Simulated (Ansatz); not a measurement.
Take BN in the wurtzite structure (space group P6_3mc, No. 186; a = 2.523 Å, c = 4.175 Å) as the base. Axes: x lies along a and z along c of the hexagonal cell.

Calculations: LDA (Ansatz, a program for electronic structure), spin-orbit coupling left out.

Strains are applied to the cell and any free atomic positions relax.

One change was made to it. Results:

The valence-band top at Γ (three highest levels, from the VBM) changes from 0.00, 0.00, -0.29 eV to 0.00, 0.00, -0.14 eV; the pressure (mean of the normal stresses, compression positive) goes from zero to 13.56 GPa; the smallest direct gap falls by 0.064 eV (8.29 eV → 8.22 eV).

Question: Name the change that was made.
A) uniaxial strain ε_zz = −3.00 %
B) uniaxial strain ε_zz = −0.60 %
C) uniaxial strain ε_zz = −1.20 %
D) uniaxial strain ε_zz = −1.80 %
E) uniaxial strain ε_zz = −2.40 %

Answer: A, uniaxial strain ε_zz = −3.00 %. For comparison, the valence-band top at Γ in the other runs: uniaxial strain ε_zz = −0.60 % gives 0.00, 0.00, -0.27 eV; uniaxial strain ε_zz = −1.80 % gives 0.00, 0.00, -0.21 eV; uniaxial strain ε_zz = −2.40 % gives 0.00, 0.00, -0.18 eV; uniaxial strain ε_zz = −1.20 % gives 0.00, 0.00, -0.24 eV.

Gaps are read on the SCF mesh and a high-symmetry path. No phonon test of stability was made.
